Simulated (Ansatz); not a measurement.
Ansatz (a first-principles code) run on ZnAg₂SnS₄ (Fmm2, 8 atoms in the cell): self-consistent single point.

Method of the run: PBEsol, harder PAW files (source: ansatz) made with PBE (plane waves; Ansatz).

The change in words: lattice scaled by 0.98; basis.ecutwfc: 420 eV → 790 eV; hamiltonian.pseudopotentials: {kind: paw} (the program's default PAW files) → {kind: paw, source: ansatz}. Reference geometry:
```
ZnAg2SnS4
1.0
   -2.77495     2.77495     6.05277
    2.77495    -2.77495     6.05277
    2.77495     2.77495    -6.05277
Zn Ag Sn S
1 2 1 4
Direct
  0.00413   0.00413   0.00000
  0.75000   0.25000   0.50000
  0.25000   0.75000   0.50000
  0.50000   0.50000   0.00000
  0.63948   0.12892   0.00000
  0.87108   0.87108   0.51056
  0.12892   0.63948   0.00000
  0.36052   0.36052   0.48944
```

Reference input (self-consistent single point, DFT, PBEsol, plane waves, default PAW files made with PBE): basis.ecutwfc = 420 eV; kpoints.mp_grid.grid = 3 3 3; hamiltonian.xc = pbesol; hamiltonian.pseudopotentials = {kind: paw} (the program's default PAW files); scf.occupations.method = fermi_dirac; scf.occupations.width = 0.01 eV. This run's input differs from it in these lines:

Ansatz 0.2 input:
```diff
@@ -3,5 +3,5 @@
   lattice:
-    - [-2.77495100, 2.77495100, 6.05277400]
-    - [2.77495100, -2.77495100, 6.05277400]
-    - [2.77495100, 2.77495100, -6.05277400]
+    - [-2.71945200, 2.71945200, 5.93171900]
+    - [2.71945200, -2.71945200, 5.93171900]
+    - [2.71945200, 2.71945200, -5.93171900]
   atoms:
@@ -16,3 +16,3 @@
 basis:
-  ecutwfc: 420.0 eV
+  ecutwfc: 790.0 eV
 kpoints:
@@ -21,3 +21,3 @@
   xc: pbesol
-  pseudopotentials: { kind: paw }
+  pseudopotentials: { kind: paw, source: ansatz }
 scf:
```

The program printed (abridged):

```
SCF iter   1: F=—  HF=-35711.314614 eV  |F-HF|=—  |Δ(HF+E_count)|=         —  Δρ=4.28e-2  dr2=2.71e0  ethr=3.10e-3  ⟨swp⟩=7.1  Hψ=2089  notcnv=0  defer=1
all-band conjugate gradients solve this SCF's bands
preconditioner: auto → Resta (q_TF=auto, 2.501 Å⁻¹)
SCF iter   2: F=—  HF=-35710.705866 eV  |F-HF|=—  |Δ(HF+E_count)|=   6.09e-1  Δρ=1.95e-2  dr2=4.56e-1  ethr=2.60e-3  ⟨swp⟩=3.0  Hψ=1076  notcnv=0  defer=43
   [... lines left out ...]
SCF iter   7: F=—  HF=-35710.544087 eV  |F-HF|=—  |Δ(HF+E_count)|=   1.90e-4  Δρ=1.48e-4  dr2=4.60e-5  ethr=3.12e-7  ⟨swp⟩=2.0  Hψ=807  notcnv=0  defer=44
SCF iter   8: F=—  HF=-35710.544171 eV  |F-HF|=—  |Δ(HF+E_count)|=   8.38e-5  Δρ=3.67e-5  dr2=2.02e-6  ethr=4.43e-8  ⟨swp⟩=2.0  Hψ=708  notcnv=0  defer=44
SCF iter   9: F=—  HF=-35710.544172 eV  |F-HF|=—  |Δ(HF+E_count)|=   1.86e-6  Δρ=1.15e-5  dr2=2.17e-7  ethr=1.94e-9  ⟨swp⟩=2.1  Hψ=840  notcnv=0  defer=44
SCF iter  10: F=-35710.544173 eV  HF=-35710.544173 eV  |F-HF|=1.58e-8  |Δ(HF+E_count)|=   3.13e-7  Δρ=3.07e-6  dr2=2.67e-8  ethr=9.62e-11  ⟨swp⟩=13.6  Hψ=2737  notcnv=0
SCF 1 converged in 10 iterations: F = -35710.544173 eV  dr2 = 2.67e-8
Free energy (F): -35710.544173 eV
Internal energy: -35710.544173 eV  (E = F + TS)
E sigma→0 (E₀):  -35710.544173 eV
Entropy (-TS):   -0.000000 eV (-0.000 meV/atom)
Fermi energy:    8.946377 eV
--- Forces (eV/Å), atoms counted from 1 ---
  atom   1  Zn    -0.00000000    -0.00000000    -0.34232667
  atom   2  Ag     0.00000000    -0.00000000     0.02265823
  atom   3  Ag     0.00000000    -0.00000000     0.02265823
  atom   4  Sn    -0.00000000    -0.00000000    -0.12728069
  atom   5  S     -0.22539357     0.22539357    -0.16364376
  atom   6  S      0.10444834     0.10444834     0.37579030
  atom   7  S      0.22539357    -0.22539357    -0.16364376
  atom   8  S     -0.10444834    -0.10444834     0.37579030
--- Stress (GPa, compression-positive) ---
        1.361840       0.276984      -0.000000
        0.276984       1.361840       0.000000
       -0.000000      -0.000000       1.375558
  P = ⅓ Tr σ = 1.3664 GPa (13.664 kbar)
  The stress holds the Pulay correction. Without it, at fixed plane waves, as pw.x and ABINIT print it: P = 1.3645 GPa
```

The run converged in 10 iterations. Against the reference run the pressure goes from -2.61 to 1.37 GPa, the largest force goes from 0.286 to 0.404 eV/Å and the gap on the mesh goes from 0.109 to 0.262 eV.

The starting cell comes from a database of computed structures (which also holds hypothetical and non-ambient phases and stackings), without a prior relaxation at this level. Its lattice was rescaled by up to half a per cent. One atom was moved a little off its site on purpose. For this run, on top of that: lattice scaled by 0.98. Ansatz's pressure includes its estimate of the finite-basis (Pulay) stress.

Cost on one core of a shared machine: roughly 30 s.
